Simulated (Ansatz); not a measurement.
O interstitial started at a bond centre in metastable 2H silicon carbide: one set of geometries, relaxed with PBE, evaluated in Ansatz (PAW, plane waves to 420 eV, 500 eV under r2SCAN) with PBE, r2SCAN.

Cell and caveats: 96-site cell; 2×2×2 shifted k-points; start: bond centre of Si and C, 1.91 Å; not converged in cell size; flagged in the runs: a host whose relaxation on this sampling wasn't shown to rest.

```json
[
 {"quantity": "host gap (eV)", "PBE": "2.31", "r2SCAN": "2.68"},
 {"quantity": "neutral formation energy against O2 molecule in a box (eV)", "PBE": "1.12", "r2SCAN": "0.97"},
 {"quantity": "largest moment on one atom at charge 0 (μB)", "PBE": "0.00", "r2SCAN": "0.00"}
]
```

PBE narrows the gap by 0.37 eV against r2SCAN, the highest level run.

Ansatz is an electronic-structure program.
